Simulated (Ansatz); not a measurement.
Consider HgTe in the zinc blende structure (space group F-43m, No. 216; a = 6.510 Å). Axes: x, y, z lie along the cube axes.

All numbers come from PBEsol in Ansatz (plane waves to 420 eV, PAW, scalar-relativistic without spin-orbit coupling).

Strains are applied to the cell and any free atomic positions relax; under biaxial strain the out-of-plane vector relaxes too.

One change was made to it. Results:

The pressure (mean of the normal stresses, compression positive) goes from zero to 0.5 GPa; the shortest interatomic distance drops by 1.44 pm, from 281.9 pm to 280.4 pm; the energy rises by 2.4 meV/atom.

### Question
What was done to the base?
A. biaxial strain −0.86 %, plane normal [001], relaxed out of plane
B. strain tensor (xx, yy, zz, yz, xz, xy) = (+0.66, −0.33, −1.44, +0.30, +0.82, −0.92) %
C. isotropic strain +0.98 %
D. strain tensor (xx, yy, zz, yz, xz, xy) = (+0.35, −0.69, +0.81, −1.71, +0.84, −0.22) %

### Answer
B, strain tensor (xx, yy, zz, yz, xz, xy) = (+0.66, −0.33, −1.44, +0.30, +0.82, −0.92) %. For comparison, the energy relative to the base in the other runs: biaxial strain −0.86 %, plane normal [001], relaxed out of plane gives +0.6 meV/atom; strain tensor (xx, yy, zz, yz, xz, xy) = (+0.35, −0.69, +0.81, −1.71, +0.84, −0.22) % gives +3.6 meV/atom; isotropic strain +0.98 % gives +3.8 meV/atom.

The mesh was chosen for an insulator and is coarse for the gapless case. Stability against distortions was not tested. All final runs are without spin polarisation. Gaps under 0.05 eV, about the width of the smearing, are given as zero.

Ansatz is a program for electronic structure.
